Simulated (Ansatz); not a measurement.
For BPt2 (P6₃/mmc, No. 194; cell taken from a computed entry), PBEsol (Ansatz, a program for electronic structure, PAW) gives:

```
Quantity                          Result
------------------------------  --------
equilibrium lattice constant a   2.898 Å
c axis length                   10.347 Å
```

Task: What does r²SCAN in Ansatz (plane waves, PAW) give for the same quantities?

Result: 
- lattice constant a: 2.927 Å (goes up by 1.0 %)
- lattice parameter c: 10.339 Å (falls by 0.1 %)

Changes are worked out from the printed values.

Unless a cell is named, each level is at its own relaxed cell (PBEsol 12.54, r²SCAN 12.78 Å³/atom).

Levels without +SOC leave out spin–orbit coupling, which shifts energies and cells of such heavy elements.

The crystal itself was run without spin with PBEsol, r²SCAN; a magnetic state was not tried in these runs.

Caveats: the relaxation could not lower the start's symmetry, so the cell can be a saddle point above a distorted one (PBEsol, r²SCAN). Ansatz's density-functional and Hartree–Fock values are scalar-relativistic unless marked +SOC, with PAW data made under PBE.
